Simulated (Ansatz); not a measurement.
A user runs Ansatz (a quantum-chemistry and plane-wave program) on Au3Cl (I4/mmm, 4 atoms in the cell) and asks whether the run is sound. The aim is a self-consistent single point with DFT, r2SCAN, plane waves, default PAW files made with PBE.

Cell that was meant: a = 5.1641 Å, b = 5.1641 Å, c = 5.1641 Å, α = 131.27°, β = 131.27°, γ = 71.39°.

Part of the input:

Ansatz 0.2 input:
```yaml
  xc: r2scan
  pseudopotentials: { kind: paw }
scf:
  occupations: { method: gaussian, width: 1.36 eV }
output:
  forces: true
  eigenvalues: true
```

Log, with long lists cut:

```
WARN ansatz: RAYON_NUM_THREADS=1 ignored (pool sized by the plan → 1); use --threads N
   [... lines left out ...]
PAW frozen core: Cl, regenerated for the run's functional
Initial density: superposition of atomic densities (neutral atoms: chi_scale 0, normalization atom), corrected by the library's trained network
Initial wavefunctions: pseudopotential atomic-orbital guess
Eigensolver: davidson
Functional: x = r2scan, c = r2scan; τ floored in thin density (d = 2e-4 eV/Å³)
SCF iter   1: F=—  HF=-40573.463915 eV  |F-HF|=—  |Δ(HF+E_count)|=         —  Δρ=1.06e-2  dr2=8.63e-2  dr2_τ=6.87e-3  ethr=1.77e-3  ⟨swp⟩=7.7  Hψ=18422  notcnv=0
all-band conjugate gradients solve this SCF's bands
preconditioner: auto → Kerker (q_TF=auto, 2.650 Å⁻¹)
SCF iter   2: F=—  HF=-40573.459883 eV  |F-HF|=—  |Δ(HF+E_count)|=   4.03e-3  Δρ=4.19e-3  dr2=1.11e-2  dr2_τ=2.60e-3  ethr=1.35e-4  ⟨swp⟩=2.8  Hψ=7363  notcnv=0
   [... lines left out ...]
SCF iter   6: F=—  HF=-40573.461915 eV  |F-HF|=—  |Δ(HF+E_count)|=   7.07e-7  Δρ=5.03e-5  dr2=2.88e-6  dr2_τ=1.65e-7  ethr=2.34e-8  ⟨swp⟩=2.2  Hψ=6320  notcnv=0
SCF iter   7: F=—  HF=-40573.461915 eV  |F-HF|=—  |Δ(HF+E_count)|=   1.36e-7  Δρ=1.81e-5  dr2=3.17e-7  dr2_τ=1.61e-8  ethr=4.49e-9  ⟨swp⟩=2.0  Hψ=6178  notcnv=0
SCF iter   8: F=-40573.461915 eV  HF=-40573.461915 eV  |F-HF|=1.09e-8  |Δ(HF+E_count)|=   9.23e-9  Δρ=5.69e-6  dr2=3.15e-8  dr2_τ=4.25e-9  ethr=1.56e-10  ⟨swp⟩=9.5  Hψ=18291  notcnv=0
SCF 1 converged in 8 iterations: F = -40573.461915 eV  dr2 = 3.15e-8
Free energy (F): -40573.461915 eV
Internal energy: -40572.129075 eV  (E = F + TS)
E sigma→0 (E₀):  -40572.795495 eV
Entropy (-TS):   -1.332840 eV (-333.210 meV/atom)
Fermi energy:    14.713263 eV
--- Forces (eV/Å), atoms counted from 1 ---
  atom   1  Au    -0.00000000     0.00000000     0.00000000
   [... zero for the other atoms too ...]
--- Stress (GPa, compression-positive) ---
       -1.426667      -0.000000      -0.000000
       -0.000000      -1.426667       0.000000
       -0.000000       0.000000      -1.135423
  P = ⅓ Tr σ = -1.3296 GPa (-13.296 kbar)
  The stress holds the Pulay correction. Without it, at fixed plane waves, as pw.x and ABINIT print it: P = -1.3818 GPa
```

**Question.** Can these results be used? Check the input.

**Answer.** The run is not sound. The fault is a smearing width that is far too large. A width of many tenths of an electronvolt moves electrons far across the Fermi level or the gap, and the free energy and its derivatives carry a large smearing term. To fix it, use a width small against the gap or band features. The run converged in 8 iterations without an error; against the sound input the free energy drops by 132 meV/atom and the pressure goes from -2.88 to -1.33 GPa.

An input that runs soundly differs in these lines (not the only fix; some lines may just follow from the change or write a value another way):
```diff
-  occupations: { method: gaussian, width: 1.36 eV }
+  occupations: { method: gaussian, width: 0.05 eV }
```

With that input, the run converged in 8 iterations: free energy E − TS (on the zero of these files) -40572.9320 eV; Fermi level (on the code's own zero) 14.74 eV; pressure -2.88 GPa (DFT, r2SCAN, plane waves, default PAW files made with PBE).

On the sound input: the starting cell comes from a database of computed structures (which also holds hypothetical and non-ambient phases and stackings), without a prior relaxation at this level. Ansatz's pressure includes its estimate of the finite-basis (Pulay) stress. The run gives no clean gap (levels at the Fermi energy touch, overlap or are partly filled at this smearing), which alone does not show that the compound is a metal.
